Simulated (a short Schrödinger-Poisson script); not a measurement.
Stack: MOS inversion layer, Al2O3 on p-type Ge(100), at 400 K.

```tsv
layer	material	thickness (nm)	Na (cm⁻³)
1	Al2O3	4.3	-
2	Ge	790	2.7e17
```

Constants are typed, rounded textbook-type inputs, not results; the design itself was drawn at random and stands for no fabricated device. Al2O3: permittivity 9, conduction-band edge (eV) 2.65, gap (eV) 6.8, electron mass (mₑ) 0.3. Ge: permittivity 16, conduction-band edge (eV) 0, gap (eV) 0.664, Nv at 300 K (cm⁻³) 6e18.

Channel valleys (confinement mass, in-plane density-of-states mass, number): L4 0.12, 0.295, 4. At the gate the conduction-band edge of layer 1 lies 2.9 eV − eVg above the Fermi level of the channel; the field vanishes at the back. Gaps are held at their typed values at every temperature. Mesh 0.03 nm at interfaces.

From a short Schrödinger-Poisson script (our own, NumPy): 1D Poisson equation in equilibrium, electrons classical, Fermi-Dirac, parabolic valleys, classical holes, full ionisation, no traps, pinning or gate leakage.

The same stack at other levels of the model or other numerical settings:

```json
[
 {"run": "base", "sheet density of all electrons at Vg = 1.1 V (cm⁻²)": "7.10e12", "sheet density of all electrons at Vg = 0.5 V (cm⁻²)": "1.50e12", "capacitance at Vg = 1.1 V (μF/cm²)": "1.59", "centroid of the channel electrons at Vg = 1.1 V (nm)": "1.37", "rough cost against the base": "about 1"},
 {"run": "electrons treated as classical, Boltzmann", "sheet density of all electrons at Vg = 1.1 V (cm⁻²)": "7.45e12", "sheet density of all electrons at Vg = 0.5 V (cm⁻²)": "?", "capacitance at Vg = 1.1 V (μF/cm²)": "?", "centroid of the channel electrons at Vg = 1.1 V (nm)": "1.08", "rough cost against the base": "0.2"},
 {"run": "electrons treated as quantum, Hartree", "sheet density of all electrons at Vg = 1.1 V (cm⁻²)": "5.61e12", "sheet density of all electrons at Vg = 0.5 V (cm⁻²)": "9.57e11", "capacitance at Vg = 1.1 V (μF/cm²)": "1.37", "centroid of the channel electrons at Vg = 1.1 V (nm)": "3.35", "rough cost against the base": "4"},
 {"run": "mesh six times as coarse", "sheet density of all electrons at Vg = 1.1 V (cm⁻²)": "7.03e12", "sheet density of all electrons at Vg = 0.5 V (cm⁻²)": "1.48e12", "capacitance at Vg = 1.1 V (μF/cm²)": "1.57", "centroid of the channel electrons at Vg = 1.1 V (nm)": "?", "rough cost against the base": "0.3"}
]
```

### Question
Complete the blanks.

### Answer

- mesh six times as coarse, centroid of the channel electrons at Vg = 1.1 V (nm): 1.45
- electrons treated as classical, Boltzmann, sheet density of all electrons at Vg = 0.5 V (cm⁻²): 1.54e12
- electrons treated as classical, Boltzmann, capacitance at Vg = 1.1 V (μF/cm²): 1.69

The classical rows ignore confinement, and Boltzmann statistics overrate the density once the band edge passes the Fermi level.

Only the L valleys are kept; under strong confinement the Δ valleys of Ge fill too.
